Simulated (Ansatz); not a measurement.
Base system: WSi₂ (space group I4/mmm, No. 139; a = 3.229 Å, c = 7.870 Å; relaxed with 0.1 eV smearing). Axes: x, y, z lie along a, b, c of the conventional cell.

All numbers come from PBE, PAW, 420 eV (Ansatz, a quantum-chemistry and plane-wave program; no spin-orbit coupling).

Base values:

The pressure is 0.0 GPa and the shortest interatomic distance comes out as 2.605 Å.

One thing is altered: the cell is compressed by 3.00 % along z with no lateral relaxation; the atoms relax in the strained cell.

**Question.** What happens to the pressure, energy relative to the base and shortest interatomic distance?

**Answer.** The pressure (mean of the normal stresses, compression positive) goes from zero to 8.1 GPa; the energy rises by 22 meV/atom; the shortest interatomic distance shrinks by 0.073 Å (2.605 Å → 2.532 Å).

Whether these cells are dynamically stable was not tested. The final runs are not spin-polarised.
